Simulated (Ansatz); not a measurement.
Base system: AlN in the zinc blende structure (space group F-43m, No. 216; a = 4.342 Å). Axes: x, y, z lie along the cube axes.

The values are results of LDA (Ansatz, an electronic-structure program, PAW, no spin-orbit coupling), not measurements.

Base values:

* **Shortest interatomic distance**: 1.880 Å
* **Band gap**: 3.25 eV

One thing is altered: compressive biaxial strain of 0.50 % in the plane normal to [001], as in epitaxy on a mismatched substrate; the out-of-plane cell vector and the atoms relax.

Task: How does this affect the shortest interatomic distance?

Result: The shortest interatomic distance decreases by 0.003 Å (1.880 Å → 1.877 Å).

Task: How does this affect the band gap?

Result: The band gap drops by 0.03 eV to 3.22 eV.

Task: How does this affect the in-plane stress?

Result: The mean in-plane stress (compression positive) comes out as +1.4 GPa.

Task: What happens to the energy relative to the base?

Result: The energy goes up by 0.5 meV/atom.

No phonon test of stability was made. This is not the structure that AlN has at room temperature and ambient pressure.
